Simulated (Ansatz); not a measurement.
**A computed series for Cs2AgBiF6: response to strain**

Base system: Cs2AgBiF6 (space group Fm-3m, No. 225; a cell from a computed database, its experimental status unchecked).

```
Cs2AgBiF6
1.0
    0.00000     4.67958     4.67958
    4.67958     0.00000     4.67958
    4.67958     4.67958     0.00000
Cs Ag Bi F
2 1 1 6
Direct
  0.75000   0.75000   0.75000
  0.25000   0.25000   0.25000
  0.50000   0.50000   0.50000
  0.00000   0.00000   0.00000
  0.75884   0.24116   0.24116
  0.24116   0.75884   0.75884
  0.24116   0.75884   0.24116
  0.75884   0.24116   0.75884
  0.24116   0.24116   0.75884
  0.75884   0.75884   0.24116
```

Cartesian axes are those of the cell as printed.

Strains are applied to the cell and any free atomic positions relax; under biaxial strain the out-of-plane vector relaxes too.

Level of theory: r2SCAN (Ansatz, a first-principles code), spin-orbit coupling left out.

Notes on the quantities. energy relative to the base: free energy F; pressure: mean of the normal stresses, compression positive.

```csv
change,shortest interatomic distance,energy relative to the base,gap character,smallest direct gap,pressure
base,2.257 Å,0 meV/atom,–,3.96 eV,0.00 GPa
"biaxial strain −1.58 %, plane normal [001], relaxed out of plane",?,?,"indirect, X → N",?,?
"biaxial strain −0.43 %, plane normal [001], relaxed out of plane",2.254 Å,+0.2 meV/atom,"indirect, X → N",3.93 eV,0.21 GPa
"biaxial strain +3.26 %, plane normal [001], relaxed out of plane",2.253 Å,+7.7 meV/atom,"indirect, M → N",3.83 eV,-1.10 GPa
"biaxial strain −4.07 %, plane normal [111], relaxed out of plane",2.249 Å,+9.6 meV/atom,"indirect, F → L",3.93 eV,1.23 GPa
"biaxial strain −1.14 %, plane normal [111], relaxed out of plane",2.255 Å,+0.7 meV/atom,"indirect, F → L",3.96 eV,0.34 GPa
uniaxial strain ε_zz = −1.82 %,2.243 Å,+1.6 meV/atom,"indirect, M → N",3.90 eV,0.87 GPa
uniaxial strain ε_zz = +2.37 %,2.262 Å,+2.1 meV/atom,"indirect, X → N",3.91 eV,-0.89 GPa
tensor shear ε_xz = −1.69 %,2.257 Å,+0.7 meV/atom,"indirect, X → R",3.95 eV,0.00 GPa
```

Q: What belongs in the blanks?

A: 
- biaxial strain −1.58 %, plane normal [001], relaxed out of plane, shortest interatomic distance: 2.245 Å
- biaxial strain −1.58 %, plane normal [001], relaxed out of plane, energy relative to the base: +2.4 meV/atom
- biaxial strain −1.58 %, plane normal [001], relaxed out of plane, smallest direct gap: 3.86 eV
- biaxial strain −1.58 %, plane normal [001], relaxed out of plane, pressure: 0.83 GPa

With Bi present, leaving out spin-orbit coupling can change the band edges. Stability against distortions was not tested. k-point labels follow each cell's own Brillouin zone.
